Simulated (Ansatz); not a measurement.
Here is the system:

```
Rh
1.0
    0.00000     1.87958     1.87958
    1.87958     0.00000     1.87958
    1.87958     1.87958     0.00000
Rh
1
Cartesian
  0.00000   0.00000   0.00000
```

These are PBEsol, rigid bands (plane waves, PAW, scalar-relativistic; Ansatz, an electronic-structure program) values and carry that method's errors. Condition of this run: hydrostatic pressure 5 GPa (the target of the relaxation). How the cell was made: cell and atoms relaxed with PBEsol, then loaded as said.

Q: For narrow interconnects the product ρ₀λ of bulk resistivity and mean free path ranks metals, the lower the better. What is it here?

A: 3.2 ×10⁻¹⁶ Ω·m².

Q: And the Drude plasma energy and the root-mean-square Fermi velocity at 300 K?

A: 10.4 eV; 6.8e5 m/s.

A metal at this level (no band gap); rigid bands, thermally averaged at 300 K, both spins. Spin-orbit coupling is left out. τ is one relaxation time for all states; the product of resistivity and mean free path takes one path for all states instead.
